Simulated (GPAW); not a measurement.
A self-consistent single point of MgS (F-43m, 2 atoms in the cell) with GPAW.

Method of the run: PBEsol, GPAW PAW datasets PBEsol (made by gpaw-setup) (plane waves; GPAW).

The change in words: lattice scaled by 0.98. Reference geometry:
```
CELL_PARAMETERS angstrom
      0.00000     2.83312     2.83312
      2.83312     0.00000     2.83312
      2.83312     2.83312     0.00000
ATOMIC_POSITIONS crystal
  Mg 0.00000 0.00000 0.00000
  S  0.75000 0.75000 0.75000
```

Reference input (self-consistent single point, DFT PBEsol, plane waves, GPAW PAW datasets PBEsol (made by gpaw-setup)): mode = pw; ecut = 850 eV; xc = PBEsol; kpts = 10 10 10; mesh shift (steps) = 0 0 0; occupations.name = fixed-uniform; nbands = -4; convergence.bands = -2; symmetry.symmorphic = false; symmetry.tolerance = 0.0005; maxiter = 120. This run's input differs from it in these lines:

```diff
@@ -5,7 +5,7 @@
 atoms = Atoms(['Mg', 'S'],
-              cell=[[0.000000, 2.833120, 2.833120],
-                    [2.833120, 0.000000, 2.833120],
-                    [2.833120, 2.833120, 0.000000]],
+              cell=[[0.000000, 2.776458, 2.776458],
+                    [2.776458, 0.000000, 2.776458],
+                    [2.776458, 2.776458, 0.000000]],
               positions=[[0.000000, 0.000000, 0.000000],
-                         [4.249680, 4.249680, 4.249680]],
+                         [4.164687, 4.164687, 4.164687]],
               pbc=True)
```

The program printed (abridged):

```
     iter     time        total  log10-change:
                         energy   eigst   dens
iter:   1 --:--:--    -9.357508   +0.81
iter:   2 --:--:--    -9.296869   +0.17  -1.10
iter:   3 --:--:--    -8.986738   -0.40  -1.13
iter:   4 --:--:--    -8.985035   -1.08  -1.49
iter:   5 --:--:--    -9.133766   -1.44  -1.57
iter:   6 --:--:--    -8.991033   -1.77  -1.43
iter:   7 --:--:--    -8.991213   -2.84  -2.84
iter:   8 --:--:--    -8.991579c  -3.89  -2.98
iter:   9 --:--:--    -8.991598c  -3.84  -2.75
iter:  10 --:--:--    -8.991265c  -4.14  -2.74
iter:  11 --:--:--    -8.991411c  -5.04  -3.11
iter:  12 --:--:--    -8.991260c  -4.52  -2.90
iter:  13 --:--:--    -8.991260c  -6.12  -3.92
iter:  14 --:--:--    -8.991260c  -6.87  -4.22c
iter:  15 --:--:--    -8.991260c  -6.69  -4.31c
iter:  16 --:--:--    -8.991260c  -6.65  -4.17c
iter:  17 --:--:--    -8.991259c  -7.33  -4.45c
iter:  18 --:--:--    -8.991259c  -8.09c -4.69c
Converged after 18 iterations.

Dipole moment: (2.707573, 2.707573, 2.707573) |e|*Ang

Energy contributions relative to reference atoms: (reference = -16277.884661)

Kinetic:        +10.683793
Potential:       -9.374341
External:        +0.000000
XC:             -10.350653
Entropy (-ST):   +0.000000
Local:           +0.049942
SIC:             +0.000000
--------------------------
Free energy:     -8.991259
Extrapolated:    -8.991259

Showing only first 2 kpts
 Kpt  Band  Eigenvalues  Occupancy
  0     6      2.12297    2.00000
  0     7      2.12297    2.00000
  0     8      5.70252    0.00000
  0     9     10.10423    0.00000

  1     6      1.99225    2.00000
  1     7      1.99225    2.00000
  1     8      6.34258    0.00000
  1     9      9.73622    0.00000

Fermi level: 3.91275

Gap: 3.580 eV
Transition (v -> c):
  (s=0, k=0, n=7, [0.00, 0.00, 0.00]) -> (s=0, k=0, n=8, [0.00, 0.00, 0.00])
No difference between direct/indirect transitions
Energy (eV): -8.991259

Forces in eV/Ang:
  0 Mg    0.00000   -0.00000   -0.00000
  1 S     0.00000    0.00000   -0.00000

Stress tensor:
    -0.021849    -0.000000     0.000000
    -0.000000    -0.021849     0.000000
     0.000000     0.000000    -0.021849
Stress (GPa, Voigt): [-3.5006 -3.5006 -3.5006  0.      0.     -0.    ]
```

The run converged in 18 iterations. GPAW prints stress with tension positive. Against the reference run the free energy goes up by 12.4 meV/atom, the pressure goes from -0.37 to 3.50 GPa and the gap on the mesh goes from 3.281 to 3.580 eV.

The starting cell comes from a database of computed structures (which also holds hypothetical and non-ambient phases and stackings), without a prior relaxation at this level. For this run, on top of that: lattice scaled by 0.98. With a pressure of about 4 GPa the cell is away from its equilibrium volume at this level.

Cost on one core of a shared machine: roughly 90 s.
